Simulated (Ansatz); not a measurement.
The starting structures come from a database of crystals and need not be the phases stable at ambient conditions.

 Where the default PAW files enter, the runs use the earlier of Ansatz's two default sets.

Inside the gap of an insulator the Bloch states are evanescent, with a wavenumber k + iκ along the transport direction.

Consider the following.

```
CELL_PARAMETERS angstrom
      5.34624     0.00000     0.00000
      1.62889     6.94971     0.00000
      1.24143    -0.29097     3.41294
ATOMIC_POSITIONS crystal
  Ca 0.00000 0.00000 0.00000
  V  0.53458 0.66953 0.23271
  V  0.46542 0.33047 0.76729
  O  0.49970 0.60224 0.75015
  O  0.50030 0.39776 0.24985
  O  0.28662 0.87689 0.35669
  O  0.71338 0.12311 0.64331
  O  0.83364 0.72297 0.08318
  O  0.16636 0.27703 0.91682
```

Space group of this cell: C2/m. The cell is taken as given; by r2SCAN its mean pressure is -2.2 GPa.

Transport runs along the normal of the first two printed cell vectors.

The gap is the functional's own, uncorrected, and κ follows it; spin-orbit coupling is left out. Mid-gap values are interpolated between the computed energies.

Give the band gap and the smallest decay constant κ at mid-gap that r2SCAN in Ansatz (a program for electronic structure) yields.

Gap 3.11 eV on a 10×6×10 mesh; κ = 0.391 1/Å, at (0.333, 0.000) of the in-plane reciprocal vectors. At the zone centre, at the nearest computed energy, the slowest state has κ = 0.42 1/Å.
